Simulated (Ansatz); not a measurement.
Take YN in the rock salt structure (space group Fm-3m, No. 225) as the base.

```
YN
1.0
    0.00000     2.44784     2.44784
    2.44784     0.00000     2.44784
    2.44784     2.44784     0.00000
Y N
1 1
Direct
  0.00000   0.00000   0.00000
  0.50000   0.50000   0.50000
```

Cartesian axes are those of the cell as printed.

Method: r2SCAN in Ansatz (plane waves to 500 eV, PAW, spin-orbit coupling left out).

For the base:

| Quantity | Result |
|---|---|
| Electron mass | 1.3 mₑ along k, 0.15 mₑ across (at X) |

Modification: biaxial strain −1.50 %, plane normal [001], relaxed out of plane (Cartesian); in-plane vectors clamped, the third vector and the atoms free.

### Question
Estimate the effect on the energy relative to the base, electron mass, in-plane stress and out-of-plane strain.

### Answer
The energy grows by 8.3 meV/atom; the electron mass becomes 1.2 mₑ along k, 0.14 mₑ across (at X) (base: 1.3 mₑ along k, 0.15 mₑ across (at X)); the mean in-plane stress (compression positive) comes out as +6.2 GPa; the out-of-plane strain comes out as +0.80 %.

The levels and masses belong to the bands next to the band gap. Effective masses come from finite differences of ±0.01 Å⁻¹. Along k means along the line from Γ to the band edge. Whether these cells are dynamically stable was not tested.

Ansatz is an electronic-structure program.
